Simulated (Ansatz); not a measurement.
# Parameter sweep on TiGa3 (I4/mmm, 4 atoms in the cell)

```cif
data_Ga6Ti2
_chemical_formula_sum 'Ti2 Ga6'
_space_group_name_H-M_alt 'I4/mmm'
_space_group_IT_number 139
_space_group_name_Hall '-I 4 2'
_cell_length_a 3.76086
_cell_length_b 3.76086
_cell_length_c 8.73687
_cell_angle_alpha 90.000
_cell_angle_beta 90.000
_cell_angle_gamma 90.000
loop_
_atom_site_label
_atom_site_type_symbol
_atom_site_symmetry_multiplicity
_atom_site_Wyckoff_symbol
_atom_site_fract_x
_atom_site_fract_y
_atom_site_fract_z
_atom_site_occupancy
Ti1 Ti 2 a 0.00000 0.00000 0.00000 1
Ga1 Ga 4 d 0.00000 0.50000 0.25000 1
Ga2 Ga 2 b 0.00000 0.00000 0.50000 1
```
(The calculation used a cell of 4 atoms; values per cell refer to that cell.)

Base run A: PBEsol, default PAW files made with PBE in Ansatz (an electronic-structure program), self-consistent single point.

Its settings: kpoints.mp_grid.grid = 10 10 10; hamiltonian.xc = pbesol; hamiltonian.pseudopotentials = {kind: paw} (the program's default PAW files); scf.occupations.method = gaussian; scf.occupations.width = 0.0147 Ry.

The starting cell comes from a database of computed structures (which also holds hypothetical and non-ambient phases and stackings), without a prior relaxation at this level. Spin polarisation is off. Ansatz's pressure includes its estimate of the finite-basis (Pulay) stress.

A dash stands where there is no value to compare (another energy zero or no entropy term, no result, no spin, no clean gap, or a mesh too coarse for one). 

```tsv
run	change	pressure (GPa)	dispersion energy (eV/atom)
A	base	-1.61	–
B	hamiltonian.dispersion: default → d3bj [PBEsol-D3BJ]	-6.16	-0.435
C	hamiltonian.dispersion: default → d3bjatm [PBEsol-D3BJ-ATM]	-5.43	-0.399
D	hamiltonian.dispersion: default → d4 [PBEsol-D4]	-4.28	-0.276
E	hamiltonian.xc: pbesol → r2scan; hamiltonian.dispersion: default → d4 [r2SCAN-D4]	-1.43	-0.156
```

Run E against A: The pressure goes from -1.61 to -1.43 GPa.

Run B against A: The pressure goes from -1.61 to -6.16 GPa.

Run C against A: The pressure goes from -1.61 to -5.43 GPa.

Left out of this page: 1 run of the series held back from this collection.

Keys are those of Ansatz 0.2.
